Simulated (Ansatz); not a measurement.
AlAs: pressure series

The reference is AlAs in the wurtzite structure (space group P6_3mc, No. 186; a = 4.003 Å, c = 6.581 Å; a model cell, its experimental status unchecked).

Cell and atoms are relaxed at each pressure.

All numbers come from DFT with PBEsol, PAW potentials and a 420 eV plane-wave cutoff in Ansatz (a quantum-chemistry and plane-wave program), no SOC, earlier PAW set.

```csv
variant,width of the top valence band,smallest direct gap,band gap,volume per atom
base,2.53 eV,1.72 eV,1.64 eV,22.83 Å³
pressure −2 GPa,2.44 eV,1.62 eV,1.62 eV,23.52 Å³
pressure −1 GPa,2.49 eV,1.67 eV,1.63 eV,23.16 Å³
pressure 1.8 GPa,2.60 eV,1.80 eV,1.65 eV,22.30 Å³
pressure 4.2 GPa,2.68 eV,1.90 eV,1.63 eV,21.67 Å³
pressure 9 GPa,2.86 eV,2.07 eV,1.59 eV,20.64 Å³
pressure 18 GPa,3.13 eV,2.33 eV,1.52 eV,19.20 Å³
pressure 30 GPa,3.41 eV,2.58 eV,1.29 eV,17.81 Å³
pressure 45 GPa,3.73 eV,2.57 eV,0.94 eV,16.54 Å³
pressure 60 GPa,4.12 eV,2.59 eV,0.52 eV,15.57 Å³
```

Load acts through the strain it causes; cell and atoms are relaxed under it. Stability against distortions was not tested. Competing high-pressure phases were not computed. This is not the structure that AlAs has at room temperature and ambient pressure.
